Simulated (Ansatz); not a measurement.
**MgO with two functionals, electrons 1.0×10^22 cm⁻³**

Base system: MgO in the rock salt structure (space group Fm-3m, No. 225; a = 4.254 Å).

(Cell as relaxed with PBE.)

Levels (all Ansatz, a first-principles code, PAW, earlier PAW set): PBE (420 eV, no spin-orbit coupling); PBEsol (420 eV, without spin-orbit coupling).

Each level relaxes its own structure.

```tsv
base	PBE	PBEsol
volume per atom	9.63 Å³	9.36 Å³
lattice parameter a	4.254 Å	4.215 Å
band gap	4.46 eV	4.62 eV
```

Perturbation: electrons 1.0×10^22 cm⁻³, on a uniform background at fixed cell.

| quantity | PBE | PBEsol |
|---|---|---|
| shift of the gap caused by the change | -0.22 eV | -0.19 eV |
| gap between the host's bands | 4.24 eV | 4.43 eV |
| Fermi level relative to the doped band's edge (positive inside the band; to 0.05 eV) | +2.75 eV | +2.75 eV |
| gap character | direct at Γ | direct at Γ |

PBE's shift of the gap caused by the change lies 0.03 eV below PBEsol's; PBE's gap between the host's bands lies 0.19 eV below PBEsol's; the two agree on the Fermi level from band edge and gap character. Neither level is exact; PBEsol is the comparison here, not a measurement.

Carriers are added with a uniform compensating background; total energy and stress of such cells depend on the potential's zero and are not compared; many-body gap narrowing is missing at this level. Stability against distortions was not tested.
